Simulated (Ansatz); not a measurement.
# HfO2: pressure 3 GPa

Consider HfO₂ (space group P4_2/nmc, No. 137; a = 3.577 Å, c = 5.203 Å).

Perturbation: a hydrostatic pressure of 3 GPa.

Level of theory: Kohn–Sham DFT with the r2SCAN functional, run in Ansatz (a quantum-chemistry and plane-wave program) with PAW and 500 eV plane waves, no spin-orbit coupling. Γ-centred 9×9×7 mesh, Fermi–Dirac width 0.05 eV.

```tsv
quantity	base	changed	shift
volume per atom	11.09 Å³	10.93 Å³	-0.16 Å³
lattice parameter a	3.577 Å	3.564 Å	-0.013 Å
c/a ratio	1.455	1.449	-0.0054
shortest interatomic distance	2.059 Å	2.058 Å	-0.001 Å
band gap	5.27 eV	5.25 eV	-0.013 eV
gap character	indirect, Z → Γ	indirect, A → Γ	–
smallest direct gap	5.34 eV	5.34 eV	0.00 eV
electron mass	1.0 mₑ along c, 0.89 mₑ across (at Γ)	1.0 mₑ along c, 0.87 mₑ across (at Γ)	–
```

With Hf present, leaving out spin-orbit coupling can change the band edges. Load acts through the strain it causes; cell and atoms are relaxed under it. Effective masses come from finite differences of ±0.01 Å⁻¹. Stability against distortions was not tested. This is not the structure that HfO2 has at room temperature and ambient pressure.
